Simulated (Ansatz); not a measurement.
Take ZrO$_{2}$ (space group P4_2/nmc, No. 137; a = 3.621 Å, c = 5.284 Å) as the base. Axes: x, y, z lie along a, b, c of the conventional cell.

The values are results of PBE, PAW, 420 eV (Ansatz, a first-principles code; scalar-relativistic without spin-orbit coupling), earlier PAW set, not measurements.

Before the change:

```
Property               Value
-------------------  -------
Smallest direct gap  4.14 eV
```

It is then changed as follows: biaxial strain −2.33 %, plane normal [001], relaxed out of plane (Cartesian); in-plane vectors clamped, the third vector and the atoms free.

Question: How does this affect the smallest direct gap and out-of-plane strain?

Answer: The smallest direct gap rises by 0.16 eV (4.14 eV → 4.30 eV); the out-of-plane strain is +1.18 %.

Gaps are read on the SCF mesh and a high-symmetry path. Stability against distortions was not tested. This is not the structure that ZrO2 has at room temperature and ambient pressure.
